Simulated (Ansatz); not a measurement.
Structures of equal composition on the (110) surface of bcc Nb: a layer of Cr in place of the second plane; a layer of Cr in place of the third plane. The slabs share one bottom face, and each structure is named by its start. These are constructed structures in small cells; real faces may alloy, dewet or reconstruct in larger ones, and not all known structures of the face are among them. Slabs of about 12 Å with all that they carry, Fermi-Dirac smearing of 0.1 eV. Bottom of the slabs: a bare face, its two planes held. Relaxed from the named starts with such symmetry as they have, on meshes of like density; energies extrapolated to zero smearing; no spin-orbit coupling, no U. Spin-polarised runs, if any, are marked in brackets, and their order is one that fits the cell; the others ran without spin.

The numbers are results of PBE (plane waves to 420 eV, PAW; Ansatz, a program for electronic structure), not measurements.

Problem. Order them by energy per 1x1 cell (lowest first) at the level PBE.

Solution. a layer of Cr in place of the third plane (0.000 eV [spin start, no net moment]), a layer of Cr in place of the second plane (0.040 eV (1 Nb–Nb bonds formed) [spin start, no net moment])
